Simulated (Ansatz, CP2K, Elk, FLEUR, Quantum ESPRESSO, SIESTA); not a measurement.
# LaIn₅Rh (P4/mmm, 7 atoms in the cell) computed with different codes at matched settings

Self-consistent single point, at a second geometry (lattice scaled by 0.98). First geometry:

```yaml
crystal:
  lattice:
    - [4.64255, 0.00000, 0.00000]
    - [0.00000, 4.64255, 0.00000]
    - [0.00000, 0.00000, 7.53034]
  atoms:
    - { symbol: La, position: [0.00000, 0.00000, 0.00000] }
    - { symbol: In, position: [0.50000, 0.50000, 0.00000] }
    - { symbol: In, position: [0.50000, 0.00000, 0.69223] }
    - { symbol: In, position: [0.50000, 0.00000, 0.30777] }
    - { symbol: In, position: [0.00000, 0.50000, 0.69223] }
    - { symbol: In, position: [0.00000, 0.50000, 0.30777] }
    - { symbol: Rh, position: [0.00000, 0.00000, 0.50000] }
```

Shared settings, as Ansatz (a first-principles code) writes them: kpoints.mp_grid.grid = 5 5 3; scf.occupations.method = fermi_dirac; scf.occupations.width = 0.0037 Ry. Potentials and cutoffs stand in the table.

```
code                                                                                                                                      model  ΔF from the first geometry (meV/atom)  pressure (GPa)  largest force (eV/Å)           cutoff
----------------  -----------------------------------------------------------------------------------------------------------------------------  -------------------------------------  --------------  --------------------  ---------------
FLEUR                                                                           PBEsol, all-electron FLAPW (FLEUR), scalar-relativistic valence                                   33.6               –                 0.447  Kmax 4.2 1/bohr
Elk                                           PBEsol, all-electron FP-LAPW, Elk's shipped species files, APW+lo basis with extra local orbitals                                   33.3               –                     –         rgkmax 8
SIESTA            GGA PBEsol, numerical atomic orbitals DZP, PseudoDojo PBEsol standard norm-conserving potentials (rewritten from UPF to PSML)                                   30.9            6.92                 0.456      grid 350 Ry
Ansatz                                                                                                          PBEsol, PAW files made with PBE                                   32.3            6.89                 0.441          default
Quantum ESPRESSO                                                                           PBEsol, GBRV 1.5 ultrasoft (PBESOL) pseudopotentials                                   31.2            5.60                 0.416            40 Ry
CP2K                                                                 PBEsol, GPW, DZVP-MOLOPT-SR-GTH basis, GTH-PBE potentials (GTH_POTENTIALS)                                   42.3            8.28                 0.491      grid 500 Ry
```

For Quantum ESPRESSO (by 1.1 GPa) the energy change implies a higher mean pressure, against the two pressures, than for the other programs: a sign of finite-basis (Pulay) stress.

A dash marks a value that a program does not give, or that is left out as unsure.

On Ansatz's run: spin polarisation is off.

The spread over the programs that give each value: ΔF from the first geometry within 11.4 meV/atom; pressure within 2.68 GPa; largest force within 0.075 eV/Å.

SIESTA and CP2K use small atom-centred bases, whose incompleteness enters pressures, forces and empty levels differently from a plane-wave cutoff. FLEUR and Elk treat all electrons, but the usual bases taken here (sphere radii, linearisation, local orbitals, empty states) were not tested for convergence, so the values are no reference for the others. Ansatz's pressure is given at a fixed set of plane waves, as the other plane-wave codes print theirs. In the pressure, CP2K (by 2.03) lies more than 1 GPa from the median of the plane-wave programs.

The starting cell comes from a database of computed structures (which also holds hypothetical and non-ambient phases and stackings), without a prior relaxation at this level. Its lattice was rescaled by a random factor within 2.5 % of one. For this run, on top of that: lattice scaled by 0.98.

Keys are those of Ansatz 0.2.
